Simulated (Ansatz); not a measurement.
Here is the system:

```yaml
crystal:
  lattice:
    - [0.01286, 2.67833, 2.67833]
    - [2.69118, 0.00000, 2.69118]
    - [2.67833, 2.67833, 0.01286]
  atoms:
    - { symbol: S, position: [0.75089, 0.74911, 0.75089] }
    - { symbol: Zn, position: [0.99911, 0.00089, 0.99911] }
```

No spin polarisation.

Computed with PBEsol in Ansatz (plane waves to 420 eV, PAW, scalar-relativistic without spin-orbit coupling). Γ-centred 11×11×11 mesh, Fermi–Dirac width 0.05 eV.

Task: What is the computed band gap?

Result: 2.06 eV.

Task: What is the computed gap character?

Result: Direct at Γ.

Task: What stress (xx, yy, zz, yz, xz, xy; compression positive) does the calculation give?

Result: (-0.01, -0.01, -0.01, 0.00, -0.47, 0.00) GPa.

The cells carry an imposed strain or load. Whether these cells are dynamically stable was not tested. The cell was made from ZnS in the zinc blende structure (space group F-43m, No. 216) by this change: tensor shear ε_xz = +0.48 %.

Ansatz is a program for electronic structure.
